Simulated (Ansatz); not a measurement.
Base system: ZrO2 in the fluorite structure (space group Fm-3m, No. 225; a = 5.089 Å).

Levels (all Ansatz, a program for electronic structure, PAW, earlier PAW set): r2SCAN (500 eV, spin-orbit coupling left out); HSE06 (420 eV, no SOC).

Its gap is 3.89 eV with r2SCAN and 4.98 eV with HSE06.

It is then changed as follows: a hydrostatic pressure of 22.5 GPa.

With r2SCAN the gap becomes 4.11 eV.

Task: If the HSE06 correction stayed the same, what would the HSE06 gap be, and what does the HSE06 run give?

Result: A rigid correction of +1.09 eV gives 5.20 eV. The HSE06 run gives 5.22 eV, so the two effects roughly add.

Single points use the geometry relaxed with r2SCAN. HSE06 gaps are upper bounds (no full band path). Load acts through the strain it causes; cell and atoms are relaxed under it. No phonon test of stability was made. No other phases were tried under pressure. This is not the structure that ZrO2 has at room temperature and ambient pressure.
